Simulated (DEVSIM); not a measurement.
Schottky contact on n-type In0.53Ga0.47As

Structure: Schottky contact on n-type In0.53Ga0.47As, at 350 K.

```tsv
layer (left to right)	material	thickness (μm)	Nd (cm⁻³)	τn (s)	τp (s)
1	In0.53Ga0.47As	1.30	1.5e15	1.5e-8	1.5e-8
```

Left contact: Schottky, work function 4.95 eV, emission velocity 1.2e7 cm/s. Right contact: ohmic. Voltage is applied to the left contact. Recombination: SRH at mid-gap, Auger. Mobility is constant in doping.

This is a model device: material constants are rounded textbook-type values typed into the input, and sizes, dopings and lifetimes were drawn at random. Values at 300 K; Nc and Nv go as T^1.5, mobilities as T to minus their exponent, the gap by Varshni's rule with the affinity fixed.

```csv
parameter,In0.53Ga0.47As
gap (eV),0.74
affinity (eV),4.51
permittivity,13.9
Nc (cm⁻³),2.1e17
Nv (cm⁻³),7.7e18
μn (cm²/Vs),12000
μp (cm²/Vs),300
T exponent of μn,1.6
T exponent of μp,1.6
Cn (cm⁶/s),5e-29
Cp (cm⁶/s),5e-29
Varshni α (eV/K),0.00035
Varshni β (K),190
```

DEVSIM, 1D drift-diffusion, Boltzmann statistics, complete ionisation; no tunnelling, impact ionisation, image-force lowering or self-heating. Metal contacts follow the ideal Schottky-Mott rule: no Fermi-level pinning, no interface dipoles.

```
Property                                            Value
---------------------------------------------  ----------
Potential step across the device at zero bias     0.284 V
Largest field in the device at zero bias       10000 V/cm
Dark forward voltage at 1 A/cm²                   0.054 V
Dark forward voltage at 100 A/cm²                 0.196 V
```

Dark forward current:

(V (V), J (A/cm²)): (0.05, 0.87); (0.10, 5.2); (0.15, 26); (0.20, 110); (0.25, 370); (0.30, 870); (0.35, 1600); (0.40, 2500)

Dark reverse current:

| V (V) | J (A/cm²) |
|---|---|
| -0.20 | -0.22 |
| -0.50 | -0.22 |
| -1.00 | -0.23 |
| -1.50 | -0.24 |
| -2.00 | -0.25 |
| -3.00 | -0.26 |
| -4.00 | -0.28 |
| -5.00 | -0.30 |
| -6.50 | -0.33 |
| -8.00 | -0.36 |
| -10.00 | -0.39 |
